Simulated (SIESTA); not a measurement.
Band structure of Tl (P6_3/mmc, 2 atoms in the cell).

```yaml
crystal:
  lattice:
    - [3.56099, 0.00000, 0.00000]
    - [-1.78050, 3.08391, 0.00000]
    - [0.00000, 0.00000, 5.74933]
  atoms:
    - { symbol: Tl, position: [0.33333, 0.66667, 0.25000] }
    - { symbol: Tl, position: [0.66667, 0.33333, 0.75000] }
```

Method of the run: GGA PBE, numerical atomic orbitals TZP, PseudoDojo PBE standard norm-conserving potentials (rewritten from UPF to PSML) run with SIESTA.

Settings: XC.functional = GGA; XC.authors = PBE; potentials = PseudoDojo PBE standard; PAO.BasisSize = TZP; PAO.EnergyShift = 0.005 Ry; MeshCutoff = 400 Ry; kgrid.MonkhorstPack = 7 7 4; OccupationFunction = MP; OccupationMPOrder = 0; ElectronicTemperature = 0.272 eV; MaxSCFIterations = 150; SCF.Mixer.Method = Pulay; SCF.Mixer.Weight = 0.25; SCF.Mixer.History = 6.

The starting cell comes from a database of computed structures (which also holds hypothetical and non-ambient phases and stackings), without a prior relaxation at this level. Its lattice was rescaled by a random factor within 2.5 % of one. Spin-orbit coupling is off. Values carry the incompleteness of an atom-centred basis.

Levels in eV from the Fermi level, bands 10 to 15:
```
point      10     11     12     13     14    15
-----  ------  -----  -----  -----  -----  ----
Γ      -11.18  -9.41  -5.25  -2.49   7.56  7.56
M      -11.13  -5.67  -4.58  -0.83   0.49  1.36
K      -11.17  -4.61  -4.61  -1.04   1.55  1.55
A      -11.26  -8.14  -8.14   2.94   2.94  8.42
L      -11.14  -4.79  -4.79  -1.94  -1.94  5.32
H      -11.18  -4.23  -4.23  -0.70  -0.70  0.32
```

Bands cross the Fermi level along this path, so the cell is metallic at this level.

Higher empty bands are left out: an atom-centred basis made for the valence describes them poorly.
